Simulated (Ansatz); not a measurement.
An Ansatz (a quantum-chemistry and plane-wave program) input (DFT with PBEsol, PAW potentials and a 420 eV plane-wave cutoff in Ansatz, no SOC):

Ansatz 0.2 input:
```yaml
crystal:
  lattice:
    - [0, 2.5345884111, 2.5345884111]
    - [2.6324235238, 0, 2.5345884111]
    - [2.6324235238, 2.5345884111, 0]
  atoms:
    - { symbol: Yb, position: [0, 0, 0] }
basis: { ecutwfc: 420, ecutrho_ratio: 4, xc_grid: 2, fft_grid_basis: typed }
kpoints: { mp_grid: { grid: [16, 16, 16] } }
hamiltonian:
  xc: pbesol
  dispersion: none
  pseudopotentials: { kind: paw }
scf: { occupations: { method: fermi_dirac, width: 0.05 }, convergence: { dr2_threshold: 0.0000000001 } }
relax: { f_tol: 0.005, max_steps: 50 }
output: { forces: true, stress: true }
checkpoint: { write: state.ck, write_every: 1000 }
```

### Question
Which symmetry and how many k-points will the program report, and about how many plane waves at Γ?

### Answer
Space group I4/mmm (ITA 139) with 16 operations, k-points 349 of 4096, and 657 plane waves at Γ.

### Question
And the final pressure?

### Answer
-0.76 GPa (compression positive).

The state of the 4f shell was not checked for lower solutions. The cells carry an imposed strain or load. No phonon test of stability was made. The final runs are not spin-polarised. The cell was made from Yb in the fcc (Cu type) structure (space group Fm-3m, No. 225) by this change: uniaxial strain ε_xx = +3.86 %.
